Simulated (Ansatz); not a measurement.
**WC, response to strain**

Consider WC (space group P-6m2, No. 187; a = 2.9127 Å, c = 2.8354 Å; relaxed with 0.1 eV smearing). Axes: x lies along a and z along c of the hexagonal cell.

Strains are applied to the cell and any free atomic positions relax; under biaxial strain the out-of-plane vector relaxes too; under stress the whole cell relaxes.

All numbers come from r2SCAN (Ansatz, a quantum-chemistry and plane-wave program; PAW; 500 eV plane waves; no spin-orbit coupling).

Notes on the quantities. pressure: mean of the normal stresses, compression positive.

| change | shortest interatomic distance | space group | pressure |
|---|---|---|---|
| base | 2.199 Å | P-6m2 (No. 187) | 0.0 GPa |
| biaxial strain −2.07 %, plane normal [001], relaxed out of plane | 2.180 Å | P-6m2 (No. 187) | 13.8 GPa |
| biaxial strain −1.50 %, plane normal [001], relaxed out of plane | ? | P-6m2 (No. 187) | ? |
| biaxial strain +2.36 %, plane normal [001], relaxed out of plane | 2.223 Å | P-6m2 (No. 187) | -13.0 GPa |
| isotropic strain −3.88 % | 2.114 Å | P-6m2 (No. 187) | ? |
| isotropic strain −3.67 % | 2.119 Å | P-6m2 (No. 187) | 57.3 GPa |
| isotropic strain −0.89 % | 2.180 Å | P-6m2 (No. 187) | 11.5 GPa |
| isotropic strain +1.75 % | 2.238 Å | P-6m2 (No. 187) | -18.9 GPa |
| uniaxial strain ε_yy = −2.01 % | 2.179 Å | Amm2 (No. 38) | 8.2 GPa |
| uniaxial stress, 5 GPa tension along x | 2.198 Å | Amm2 (No. 38) | – |

Some entries are withheld; estimate them.


- biaxial strain −1.50 %, plane normal [001], relaxed out of plane, shortest interatomic distance: 2.185 Å
- biaxial strain −1.50 %, plane normal [001], relaxed out of plane, pressure: 9.8 GPa
- isotropic strain −3.88 %, pressure: 61.5 GPa

Beyond what the load breaks, stability against distortions was not tested. All final runs are without spin polarisation.
